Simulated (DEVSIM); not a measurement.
Structure: Mo/SiO2/p-Si capacitor, at 250 K.

```csv
layer (left to right),material,thickness (nm),Na (cm⁻³)
1,SiO2,10.0,-
2,Si,2100,7.4e16
```

Metal gate on the left, work function 4.6 eV. Fixed charge at the semiconductor interface 1.2e11 cm⁻² (in units of +e); no interface traps.

Constants are typed, rounded textbook-type inputs, not results; the design itself was drawn at random and stands for no fabricated device. Values at 300 K; Nc and Nv go as T^1.5, mobilities as T to minus their exponent, the gap by Varshni's rule with the affinity fixed.

```csv
parameter,SiO2,Si
gap (eV),9,1.124
affinity (eV),0.9,4.05
permittivity,3.9,11.7
Nc (cm⁻³),-,2.86e19
Nv (cm⁻³),-,3.1e19
Varshni α (eV/K),-,0.000473
Varshni β (K),-,636
```

Model (solved in DEVSIM): 1D Poisson equation in equilibrium, Boltzmann statistics, complete ionisation; no quantum confinement or tunnelling. Metal contacts follow the ideal Schottky-Mott rule: no Fermi-level pinning, no interface dipoles.

Q: Tabulate band edges, carrier densities and field at 0.3 V on the gate.

A: Energies count from the Fermi level of the right contact; mesh points crowd at the junctions.

```csv
x (μm),Ec (eV),Ev (eV),n (cm⁻³),p (cm⁻³),field (V/cm)
0.000,3.400,-5.600,< 1e2,< 1e2,260000
0.001241,3.432,-5.568,< 1e2,< 1e2,260000
0.003363,3.487,-5.513,< 1e2,< 1e2,260000
0.006616,3.571,-5.428,< 1e2,< 1e2,260000
0.009267,3.640,-5.360,< 1e2,< 1e2,260000
0.01026,0.512,-0.624,1.0e9,6200000,100000
0.01194,0.529,-0.607,4.6e8,1.4e7,100000
0.01740,0.584,-0.552,3.7e7,1.7e8,96000
0.02688,0.670,-0.466,680000,9.5e9,86000
0.04814,0.826,-0.310,480,1.3e13,61000
0.09163,0.987,-0.149,< 1e2,2.4e16,15000
0.2375,1.012,-0.124,< 1e2,7.4e16,≈ 0
0.5071,1.012,-0.124,< 1e2,7.4e16,≈ 0
1.058,1.012,-0.124,< 1e2,7.4e16,≈ 0
1.718,1.012,-0.124,< 1e2,7.4e16,≈ 0
1.931,1.012,-0.124,< 1e2,7.4e16,≈ 0
2.025,1.012,-0.124,< 1e2,7.4e16,≈ 0
2.072,1.012,-0.124,< 1e2,7.4e16,≈ 0
2.097,1.012,-0.124,< 1e2,7.4e16,≈ 0
2.104,1.012,-0.124,< 1e2,7.4e16,≈ 0
2.108,1.012,-0.124,< 1e2,7.4e16,≈ 0
2.110,1.012,-0.124,< 1e2,7.4e16,≈ 0
```
